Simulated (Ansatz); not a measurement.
This Ansatz (a quantum-chemistry and plane-wave program) input is the reference run, MgO in the rock salt structure (space group Fm-3m, No. 225), computed with plane-wave PAW DFT at the r2SCAN level (Ansatz, 500 eV), no spin-orbit coupling, earlier PAW set:

Ansatz 0.2 input:
```yaml
crystal:
  lattice:
    - [0, 2.1037876611, 2.1037876611]
    - [2.1037876611, 0, 2.1037876611]
    - [2.1037876611, 2.1037876611, 0]
  atoms:
    - { symbol: O, position: [0, 0, 0] }
    - { symbol: Mg, position: [0.5, 0.5, 0.5] }
basis: { ecutwfc: 500, ecutrho_ratio: 4, xc_grid: 4, fft_grid_basis: typed }
kpoints: { mp_grid: { grid: [13, 13, 13] } }
hamiltonian:
  xc: r2scan
  dispersion: none
  pseudopotentials: { azcp: { folder: ./paw }, kind: paw }
scf: { occupations: { method: fermi_dirac, width: 0.05 }, convergence: { dr2_threshold: 0.0000000002 } }
output: { forces: true, stress: true }
```

**Question.** Write the input for this change: uniaxial strain ε_zz = +2.59 %, all other strain components held at zero, atoms relaxed at fixed cell.

**Answer.** 
Ansatz 0.2 input:
```yaml
crystal:
  lattice:
    - [0, 2.1037876611, 2.1582757615]
    - [2.1037876611, 0, 2.1582757615]
    - [2.1037876611, 2.1037876611, 0]
  atoms:
    - { symbol: O, position: [0, 0, 0] }
    - { symbol: Mg, position: [0.5, 0.5, 0.5] }
basis: { ecutwfc: 500, ecutrho_ratio: 4, xc_grid: 4, fft_grid_basis: typed }
kpoints: { mp_grid: { grid: [13, 13, 13] } }
hamiltonian:
  xc: r2scan
  dispersion: none
  pseudopotentials: { azcp: { folder: ./paw }, kind: paw }
scf: { occupations: { method: fermi_dirac, width: 0.05 }, convergence: { dr2_threshold: 0.0000000002 } }
relax: { f_tol: 0.005, max_steps: 50 }
output: { forces: true, stress: true }
checkpoint: { write: state.ck, write_every: 1000 }
```
This is the input that was run.

Stability against distortions was not tested.
